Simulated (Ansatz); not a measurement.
**One N atom on a Si site, 3x3x3 cubic cells, neutral, without spin**

Geometry as solved with PBE, support functions at accuracy medium on the grid of 420 eV (Ansatz, a program for electronic structure).

```xyz
216
Lattice="16.41 0.00 0.00 0.00 16.41 0.00 0.00 0.00 16.41" Properties=species:S:1:pos:R:3 pbc="T T T"
Si     0.00     0.00     0.00
Si     1.37     1.37     1.37
Si     2.74     2.74     0.01
Si     4.11     4.11     1.38
Si     2.74     0.01     2.74
Si     4.11     1.38     4.11
Si     0.01     2.74     2.74
Si     1.38     4.11     4.11
Si     0.01     0.01     5.47
Si     1.40     1.40     6.84
Si     2.79     2.79     5.48
Si     4.18     4.18     6.85
Si     2.74     0.00     8.20
Si     4.10     1.37     9.57
Si     0.00     2.74     8.20
Si     1.37     4.10     9.57
Si     0.00     0.00    10.94
Si     1.37     1.37    12.31
Si     2.74     2.73    10.94
Si     4.10     4.10    12.30
Si     2.74     0.00    13.68
Si     4.11     1.37    15.04
Si     0.00     2.74    13.68
Si     1.37     4.11    15.04
Si     0.01     5.47     0.01
Si     1.40     6.84     1.40
Si     2.74     8.20     0.00
Si     4.10     9.57     1.37
Si     2.79     5.47     2.79
Si     4.18     6.85     4.18
Si     0.00     8.20     2.74
Si     1.37     9.57     4.10
Si     0.00     5.47     5.47
Si     1.38     6.84     6.84
Si     2.74     8.21     5.47
Si     4.18     9.49     6.83
Si     2.74     5.47     8.21
Si     4.18     6.83     9.49
Si     0.00     8.20     8.20
Si     1.38     9.56     9.56
Si     0.00     5.47    10.94
Si     1.40     6.84    12.28
Si     2.79     8.20    10.89
Si     4.11     9.56    12.29
Si     2.74     5.47    13.67
Si     4.11     6.84    15.04
Si     0.01     8.20    13.66
Si     1.37     9.57    15.04
Si     0.00    10.94     0.00
Si     1.37    12.31     1.37
Si     2.74    13.68     0.00
Si     4.11    15.04     1.37
Si     2.74    10.94     2.73
Si     4.10    12.30     4.10
Si     0.00    13.67     2.74
Si     1.37    15.04     4.11
Si     0.00    10.94     5.47
Si     1.40    12.28     6.84
Si     2.74    13.67     5.47
Si     4.11    15.04     6.84
Si     2.79    10.89     8.20
Si     4.11    12.29     9.56
Si     0.01    13.66     8.20
Si     1.37    15.04     9.57
Si     0.01    10.93    10.93
Si     1.37    12.30    12.30
Si     2.74    13.67    10.93
Si     4.11    15.04    12.30
Si     2.74    10.93    13.67
Si     4.11    12.30    15.04
Si     0.00    13.67    13.67
Si     1.37    15.04    15.04
Si     5.47     0.01     0.01
Si     6.84     1.40     1.40
Si     8.20     2.74     0.00
Si     9.57     4.10     1.37
Si     8.20     0.00     2.74
Si     9.57     1.37     4.10
Si     5.48     2.79     2.79
Si     6.85     4.18     4.18
Si     5.47     0.00     5.47
Si     6.84     1.38     6.84
Si     8.21     2.74     5.47
Si     9.50     4.18     6.83
Si     8.20     0.00     8.20
Si     9.57     1.38     9.57
Si     5.47     2.74     8.21
Si     6.83     4.18     9.49
Si     5.47     0.00    10.94
Si     6.84     1.40    12.28
Si     8.20     2.79    10.89
Si     9.57     4.11    12.29
Si     8.20     0.01    13.66
Si     9.57     1.37    15.04
Si     5.47     2.74    13.67
Si     6.84     4.11    15.04
Si     5.47     5.47     0.00
Si     6.84     6.84     1.38
Si     8.20     8.20     0.00
Si     9.57     9.57     1.38
Si     8.21     5.47     2.74
Si     9.49     6.83     4.18
Si     5.47     8.21     2.74
Si     6.83     9.49     4.18
Si     5.66     5.66     5.66
N      6.84     6.84     6.84
Si     8.02     8.02     5.66
Si     9.49     9.49     6.85
Si     8.02     5.66     8.02
Si     9.50     6.85     9.49
Si     5.66     8.01     8.02
Si     6.85     9.49     9.49
Si     5.47     5.47    10.93
Si     6.84     6.84    12.30
Si     8.21     8.21    10.93
Si     9.57     9.57    12.30
Si     8.20     5.47    13.67
Si     9.57     6.84    15.04
Si     5.47     8.20    13.67
Si     6.84     9.57    15.04
Si     5.47    10.94     0.00
Si     6.84    12.28     1.40
Si     8.20    13.66     0.01
Si     9.57    15.04     1.37
Si     8.20    10.89     2.79
Si     9.57    12.29     4.11
Si     5.47    13.67     2.74
Si     6.84    15.04     4.11
Si     5.47    10.93     5.47
Si     6.84    12.30     6.84
Si     8.20    13.67     5.47
Si     9.57    15.04     6.84
Si     8.21    10.93     8.21
Si     9.57    12.30     9.57
Si     5.47    13.67     8.20
Si     6.84    15.04     9.57
Si     5.48    10.89    10.89
Si     6.84    12.28    12.28
Si     8.20    13.67    10.94
Si     9.57    15.04    12.30
Si     8.20    10.94    13.67
Si     9.57    12.30    15.04
Si     5.47    13.66    13.66
Si     6.84    15.04    15.04
Si    10.94     0.00     0.00
Si    12.31     1.37     1.37
Si    13.68     2.74     0.00
Si    15.04     4.11     1.37
Si    13.68     0.00     2.74
Si    15.04     1.37     4.11
Si    10.94     2.73     2.73
Si    12.30     4.10     4.10
Si    10.94     0.00     5.47
Si    12.28     1.40     6.84
Si    13.67     2.74     5.47
Si    15.04     4.11     6.84
Si    13.66     0.01     8.20
Si    15.04     1.37     9.57
Si    10.89     2.79     8.20
Si    12.29     4.11     9.57
Si    10.93     0.01    10.93
Si    12.31     1.37    12.30
Si    13.67     2.74    10.93
Si    15.04     4.11    12.30
Si    13.67     0.00    13.67
Si    15.04     1.37    15.04
Si    10.94     2.74    13.67
Si    12.30     4.11    15.04
Si    10.94     5.47     0.00
Si    12.28     6.84     1.40
Si    13.66     8.20     0.01
Si    15.04     9.57     1.37
Si    13.67     5.47     2.74
Si    15.04     6.84     4.11
Si    10.89     8.20     2.79
Si    12.29     9.57     4.11
Si    10.93     5.47     5.47
Si    12.30     6.84     6.84
Si    13.67     8.20     5.47
Si    15.04     9.57     6.84
Si    13.67     5.47     8.20
Si    15.04     6.84     9.57
Si    10.93     8.21     8.21
Si    12.31     9.57     9.57
Si    10.89     5.47    10.89
Si    12.28     6.84    12.28
Si    13.67     8.20    10.94
Si    15.05     9.57    12.30
Si    13.66     5.47    13.66
Si    15.04     6.84    15.04
Si    10.94     8.20    13.67
Si    12.30     9.57    15.04
Si    10.93    10.93     0.01
Si    12.31    12.30     1.37
Si    13.67    13.67     0.00
Si    15.04    15.04     1.37
Si    13.67    10.93     2.74
Si    15.04    12.30     4.11
Si    10.93    13.67     2.74
Si    12.30    15.04     4.11
Si    10.89    10.89     5.47
Si    12.28    12.28     6.84
Si    13.66    13.66     5.47
Si    15.04    15.04     6.84
Si    13.67    10.94     8.20
Si    15.04    12.30     9.57
Si    10.94    13.67     8.20
Si    12.30    15.04     9.57
Si    10.94    10.94    10.94
Si    12.31    12.31    12.31
Si    13.68    13.67    10.94
Si    15.04    15.04    12.31
Si    13.68    10.94    13.68
Si    15.04    12.31    15.04
Si    10.94    13.68    13.67
Si    12.31    15.04    15.04
```
